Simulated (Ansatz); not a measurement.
Start from Ag in the fcc (Cu type) structure (space group Fm-3m, No. 225; a = 4.0009 Å; relaxed with 0.1 eV smearing). Axes: x, y, z lie along the cube axes.

Structures relaxed with DFT with LDA, PAW potentials and a 420 eV plane-wave cutoff in Ansatz (a first-principles code), no spin-orbit coupling.

Base:

Simulated powder pattern, Co Kα, λ = 1.79026 Å (kinematic, ideal powder, no thermal factors, no anomalous dispersion; the 8 strongest lines at most, above 2 %, up to 2θ = 90°):

| 2θ (°) | I/Imax (%) | hkl |
|---|---|---|
| 45.60 | 100 | (111) |
| 53.16 | 47 | (200) |
| 78.52 | 30 | (220) |

Perturbation: tensor shear ε_xy = +0.57 % (engineering shear γ = 0.0114); the atoms relax in the strained cell.

After the change:

Simulated powder pattern, Co Kα, λ = 1.79026 Å (kinematic, ideal powder, no thermal factors, no anomalous dispersion; the 8 strongest lines at most, above 2 %, up to 2θ = 90°):

```tsv
2θ (°)	I/Imax (%)	hkl
45.42	100	(111)
45.78	98	(1 -1 1)
53.16	94	(002)
77.99	10	(220)
78.52	39	(202)
79.05	9.7	(2 -2 0)
```

The indices refer to the base's conventional cell; one index is shown for lines that coincide. The space group is now Immm (No. 71).

No phonon test of stability was made.
